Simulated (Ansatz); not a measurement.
# HfS2: Hf → Ti

Base system: HfS$_{2}$ in the CdI2 type structure (space group P-3m1, No. 164; a = 3.606 Å, c = 5.768 Å; layered, stacked along the Cartesian z axis).

Now apply this change: Ti takes the place of Hf on all its sites; the structure is relaxed again.

Computed with Ansatz (a program for electronic structure) PBE-D3(BJ), no spin-orbit coupling. Γ-centred 16×16×9 mesh, Fermi–Dirac width 0.05 eV, for the changed cell.

The volume per atom shrinks by 3.642 Å³ to 18.00 Å³ and the density falls by 2.76 g/cm³ (6.20 g/cm³ → 3.44 g/cm³). The lattice parameter a shrinks by 0.245 Å (3.606 Å → 3.361 Å) and the c/a ratio goes up by 0.0437 to 1.643. The space group remains P-3m1 (No. 164) and the shortest interatomic distance decreases by 0.132 Å to 2.409 Å. The band gap goes from 0.85 eV to zero.

Final structure:

```yaml
crystal:
  lattice:
    - [3.36059, 0.00000, 0.00000]
    - [-1.68029, 2.91035, 0.00000]
    - [0.00000, 0.00000, 5.52242]
  atoms:
    - { symbol: Ti, position: [0.00000, 0.00000, 0.00000] }
    - { symbol: S, position: [0.33333, 0.66667, 0.25857] }
    - { symbol: S, position: [0.66667, 0.33333, 0.74143] }
```

Cost of the whole job for the changed cell (relaxation, final SCF and bands): about 70 core-seconds (a rough figure).

With Hf present, leaving out spin-orbit coupling can change the band edges. Stability against distortions was not tested. All final runs are without spin polarisation. A zero or small gap of TiS2 can be the functional's error rather than a property of the material.
